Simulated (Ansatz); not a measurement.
Results of LDA (plane waves, PAW; Ansatz, a first-principles code) for IrB2 (model structure, P6₃/mmc, No. 194, 6 atoms in the cell).

Numerical settings: plane-wave cutoff 520 eV, 24×24×8 k mesh (along the axes of the cell as run), Fermi–Dirac smearing 0.05 eV, no spin polarisation, scalar-relativistic PAW data made under PBE.

Cell (relaxed at this level):

```cif
data_B4Ir2
_chemical_formula_sum 'Ir2 B4'
_space_group_name_H-M_alt 'P 1'
_space_group_IT_number 1
_cell_length_a 3.02905
_cell_length_b 3.02905
_cell_length_c 6.97123
_cell_angle_alpha 90.000
_cell_angle_beta 90.000
_cell_angle_gamma 120.000
loop_
_space_group_symop_operation_xyz
  'x, y, z'
loop_
_atom_site_label
_atom_site_type_symbol
_atom_site_fract_x
_atom_site_fract_y
_atom_site_fract_z
_atom_site_occupancy
Ir1 Ir 0.66667 0.33333 0.75000 1
Ir2 Ir 0.33333 0.66667 0.25000 1
B1 B 0.66667 0.33333 0.44052 1
B2 B 0.33333 0.66667 0.55948 1
B3 B 0.33333 0.66667 0.94052 1
B4 B 0.66667 0.33333 0.05948 1
```

Problem. What does this level give for the bulk modulus B0?

Solution. 
* **bulk modulus B0**: 277 GPa

Note: the run has no spin polarisation, so it can have missed a magnetic state; the bulk modulus is −V dP/dV from two relaxed cells at ±2 % in volume; the relaxation could raise the start's symmetry but not lower it, so the cell can be a saddle point.

Spin–orbit coupling is not included; it can open a gap where bands touch, and shift volumes and moduli.

The result took around 2.4 core-minutes (rough).

A model structure was made by putting elements into a prototype or built by hand; it is no filed structure, need not be a known phase, and can be a saddle point held by its symmetry.
